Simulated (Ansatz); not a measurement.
Consider interstitial Cu in rock-salt MgO, charge state +1. The step: a concerted move, in which Cu travels most; the atom moves 2.11 Å along (0.00, 0.00, 0.50) of the unit cell; the moving atom starts with neighbours 4 Mg at 2.21; 3 O at 1.97, O at 1.98 Å and ends with 4 Mg at 2.21; 3 O at 1.97, O at 1.98 Å. A PBE band in Ansatz (plane-wave PAW, the Γ point alone, 64 host sites, 50 SCF runs with any check of the saddle's order, static, no finite-size correction) gives a forward barrier of 0.29 eV. The program found a first-order saddle point. The charge state is imposed; whether it is stable for some Fermi level was not computed. Sites that were not tried may lie lower.

Single points at the band's start and saddle point can refine it. Rough cost of one point, in units of the band's mean SCF on the same machine:

```tsv
Level	Cost of one point
PBE, a 2×2×2 k-point mesh shifted by half a step	about 6
r2SCAN at 500 eV, the Γ point alone	about 3
HSE06, Γ point alone	about 10
```

### Question
Which of these move the barrier by more than 0.1 eV, and how far does each move it?

### Answer
Not one does. PBE, a 2×2×2 k-point mesh shifted by half a step: +0.03 eV; r2SCAN at 500 eV, the Γ point alone: 0.00 eV; HSE06, Γ point alone: +0.08 eV. Each functional is compared with PBE at the same k-points.

Ansatz is an electronic-structure program.
